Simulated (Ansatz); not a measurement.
**BeBr2 (space group Fm-3m, No. 225; a hypothetical phase, not in the database extracts checked)**

```cif
data_BeBr2
_chemical_formula_sum 'Be1 Br2'
_space_group_name_H-M_alt 'P 1'
_space_group_IT_number 1
_cell_length_a 4.52047
_cell_length_b 4.52047
_cell_length_c 4.52047
_cell_angle_alpha 60.000
_cell_angle_beta 60.000
_cell_angle_gamma 60.000
loop_
_space_group_symop_operation_xyz
  'x, y, z'
loop_
_atom_site_label
_atom_site_type_symbol
_atom_site_fract_x
_atom_site_fract_y
_atom_site_fract_z
_atom_site_occupancy
Be1 Be 0.00000 0.00000 0.00000 1
Br1 Br 0.25000 0.25000 0.25000 1
Br2 Br 0.75000 0.75000 0.75000 1
```

Computed with PBEsol (Ansatz, a program for electronic structure, PAW, no spin-orbit coupling). k-mesh 9×9×9 (Γ-centred); smearing 0.05 eV (Fermi–Dirac).

- Volume per atom = 21.77 Å³
- Density = 4.29 g/cm³
- Band gap = 0.30 eV, indirect, X → Γ
- Electron mass = 0.17 mₑ
- Hole mass = 0.27 mₑ along k, 2.3 mₑ across
- Lowest conduction-band minima above the VBM = Γ 0.30 eV; X along ⟨100⟩ 0.80 eV
- Total energy = -1854.419 eV/atom (σ→0; compares only within this code and set-up)

Masses are band curvatures over ±0.01 Å⁻¹ around the edge. Along k means along the line from Γ to the band edge. No phonon test of stability was made. The zero or small gap of BeBr2 can change with the level of theory.
